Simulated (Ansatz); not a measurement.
The (10-10) face of wurtzite CdS can be cut between different planes. Symmetric, stoichiometric slabs relaxed in the 1x1 cell (28.7 Å²): top plane Cd + S, 1.21 Å over the next in the ideal cut; top plane Cd + S, 2.42 Å over the next in the ideal cut.

All values below come from PBE (plane waves to 420 eV, PAW; Ansatz, a first-principles code).

Task: Rank these by surface energy (lowest first), as PBE gives it.

Result: the cut with an outer spacing of 1.21 Å (0.32 J/m²), the cut with an outer spacing of 2.42 Å (0.91 J/m²)
